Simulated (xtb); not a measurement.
xtb 6.7.1, GFN2-xTB: COc1ccc2cc(-c3cc(F)c(-c4ccc5c(c4)oc4cc([Si](C)(C)C)ccc45)s3)ccc2c1, 60 atoms. The geometry is a generated start, not checked to be a minimum at this level.

- run flags = --grad
- method = GFN2-xTB
- --acc = 1 (default)
- --etemp (K) = 300 (default)
- basis functions = 177
- valence electrons = 174

One run each on 1 thread. Values of broydamp tried: 0.02, 0.05, 0.1, 0.2, 0.4 (default), 0.6, 0.8, 1.

Q: How does the count of SCC iterations change with broydamp, and where is it least?

A: Fewest SCC iterations, within one of each other: 0.2 with 14, 0.4 (default) with 14, 0.6 with 15, 0.8 with 15. The count rises to 22 at 0.02. All converge to one solution.

```json
[
 {"broydamp": "0.02", "SCC iterations": "22", "end": "same solution"},
 {"broydamp": "0.05", "SCC iterations": "20", "end": "same solution"},
 {"broydamp": "0.1", "SCC iterations": "17", "end": "same solution"},
 {"broydamp": "0.2", "SCC iterations": "14", "end": "same solution"},
 {"broydamp": "0.4 (default)", "SCC iterations": "14", "end": "same solution"},
 {"broydamp": "0.6", "SCC iterations": "15", "end": "same solution"},
 {"broydamp": "0.8", "SCC iterations": "15", "end": "same solution"},
 {"broydamp": "1", "SCC iterations": "16", "end": "same solution"}
]
```
